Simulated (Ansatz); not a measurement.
## MoS2 under a change: S vacancy

The reference is a 9-atom supercell of MoS2 in the 3R-MoS2 type structure (space group R3m, No. 160; a = 3.1752 Å, c = 18.5848 Å (hexagonal axes); layered, stacked along the Cartesian z axis) at its relaxed geometry.

Now apply this change: a neutral S vacancy, atoms relaxed at fixed cell, starting from a slightly rattled geometry.

Method: Kohn–Sham DFT with the r2SCAN+rVV10 functional, run in Ansatz (a first-principles code) with PAW and 500 eV plane waves, spin-orbit coupling left out. k-mesh 4×5×5 (Γ-centred); smearing 0.01 eV (Fermi–Dirac).

The pressure goes from zero to -4.5 GPa and the largest displacement of a host atom from its site in the perfect cell is 0.06 Å.

Other magnetic orders, which the real material may have, were not ruled out. The cell is small, so the values are those of an ordered compound at a high defect concentration; dilute-limit values will differ. Seeded moments were not kept for S vacancy. The defect cell is spin-polarised and ends with 0.0 μB.
